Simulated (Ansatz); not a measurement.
## TiC: energy against strain

TiC (rock salt, Fm-3m, 9.892 Å³/atom at rest) under an equal strain ε in the (001) plane with the normal axis free, as in a coherent film. PBEsol in Ansatz, a plane-wave DFT program (PAW, default set), 420 eV, 23×23×23 Γ-centred mesh, Fermi-Dirac smearing 0.10 eV; ions are relaxed within the symmetry of each cell.

Here s stands for strain and y for E less E0.

| strain (%) | E less E0 (meV/atom) |
|---|---|
| -3.00 | ? |
| -1.50 | 9.07 |
| -1.00 | 3.95 |
| -0.50 | 0.96 |
| 0.00 | 0.00 |
| 0.50 | 0.96 |
| 1.00 | 3.75 |
| 1.50 | 8.28 |

Fit y of the 7 rows that show it with a parabola. Least squares gives y = -0.004 - 0.1979·s + 3.8567·s². Residuals (row less fit): 0.100, -0.101, -0.099, 0.004, 0.099, 0.095, -0.097; standard error 0.120 (degrees of freedom: 4). Twice the quadratic coefficient over the volume, 2 × 3.8567 meV × 10⁴ × 0.1602 / 9.892 Å³, is twice the biaxial elastic modulus of this plane = 1249 ± 17 GPa.

Question: Estimate the missing y (s = -3.00); what did the run itself give?

Answer: y = -0.004 - 0.1979 × (-3.0) + 3.8567 × (-3.0)² = 35.300 meV/atom. The calculation gives 38.39 meV/atom, 3.090 meV/atom above the prediction (8.0 % of the range of y in the table). The row lies outside the fitted rows, so this is an extrapolation. From the scatter of the fitted rows alone, a prediction at this place has a standard error of 0.461 meV/atom, so the miss is 6.7 times that.

One order more, fitted to all 13 runs of the series, follows each within 0.03, so the miss is the next term of a smooth law. In a metal these values are sensitive to mesh and smearing; energies are taken to zero smearing, stresses follow the free energy. Rows are the converged runs of the series near zero and its far end; series whose fitted rows scatter by over a few per cent of the range, as at a crossing or softening among them, aren't shown in this form. Most that stay on the fit to the last digits aren't either.
